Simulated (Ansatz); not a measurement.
GaP (R-3m, No. 166, 4 atoms in the cell; start mp-1018275; a measured phase of this formula has another space group) was calculated with LDA (Ansatz, a program for electronic structure, PAW).

Numerical settings: plane-wave cutoff 500 eV, 12×12×12 k mesh, gaussian smearing 0.02 eV, scalar-relativistic PAW data made under PBE.

Cell (relaxed at this level):

```
CELL_PARAMETERS angstrom
      1.89762     1.09559     6.29784
     -1.89762     1.09559     6.29784
      0.00000    -2.19118     6.29784
ATOMIC_POSITIONS crystal
  Ga 0.43596 0.43596 0.43596
  Ga 0.56404 0.56404 0.56404
  P  0.05805 0.05805 0.05805
  P  0.94195 0.94195 0.94195
```

Predict the band gap.


- band gap: 0.65 eV (on the SCF k mesh)

Note: the relaxation could not lower the start's symmetry, so the cell can be a saddle point above a distorted one.

Spin–orbit coupling is not included.

Cost on a shared machine: about 2.0 core-minutes (a rough figure).

A start named mp-… is a Materials Project structure, which need not be a measured phase.
